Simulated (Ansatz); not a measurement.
The starting structures come from a database of crystals and need not be the phases stable at ambient conditions.

 Where the default PAW files enter, the runs use the earlier of Ansatz's two default sets.

**Evanescent states of CaSe (Fm-3m, rock salt, not sure to be the ambient phase, 2 atoms a cell, 26.2 Å³ an atom) along the normal of (110)**

All values below come from r2SCAN (plane waves, PAW; Ansatz, an electronic-structure program).

The gap is the functional's own. No spin-orbit coupling. Mid-gap values are interpolated on the energy grid.

Energies count from the valence-band top; κ is the least over a 8×6 mesh across the current.

```
E (eV)  κ (1/Å)  where
------  -------  -----
0.07      0.060      Γ
0.20      0.101      Γ
0.33      0.128      Γ
0.46      0.148      Γ
0.58      0.163      Γ
0.71      0.176      Γ
0.84      0.187      Γ
0.97      0.196      Γ
1.10      0.203      Γ
1.24      0.209      Γ
1.36      0.214      Γ
1.50      0.217      Γ
1.62      0.219      Γ
1.75      0.209      Γ
1.89      0.195      Γ
2.02      0.179      Γ
2.15      0.159      Γ
2.27      0.132      Γ
2.40      0.093      Γ
```

Task: How thick must the barrier be to attenuate the transmission by 10^8 when the electrodes' Fermi level lies at 0.84 eV, and what attenuation does that film give at 0.97 eV?

Result: d = 8 ln 10 / (2 × 0.187) = 49.3 Å. At 0.97 eV it gives 8 × 0.196/0.187 = 8.4 decades.
